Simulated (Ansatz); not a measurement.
The reference is C (space group Fmmm, No. 69; layered, stacked along the Cartesian z axis).

C is modelled in the orthorhombic space group Fmmm (No. 69), Pearson symbol oF8. Cell: a = 2.456 Å, b = 4.251 Å, c = 6.753 Å, α = β = γ = 90.00°. C on 8h has 3 C at 1.417 Å (trigonal planar). (Neighbours: up to the widest gap in distance over summed covalent radii, below 1.35, at either atom.)
(The calculation used a cell of 2 atoms; values per cell refer to that cell.)

Calculations: Ansatz (an electronic-structure program) r2SCAN+rVV10, no spin-orbit coupling.

Base values:

```
Property           Value
---------------  -------
Volume per atom  8.81 Å³
```

Now apply this change: cell and atoms relaxed at a pressure of 7.5 GPa.

Question: What happens to the volume per atom?

Answer: The volume per atom drops by 0.96 Å³ to 7.85 Å³.

The mesh was chosen for an insulator and is coarse for the gapless case. Load acts through the strain it causes; cell and atoms are relaxed under it. No phonon test of stability was made. No other phases were tried under pressure. The base started in Cmme and relaxed to Fmmm at this level. This is not the structure that C has at room temperature and ambient pressure.
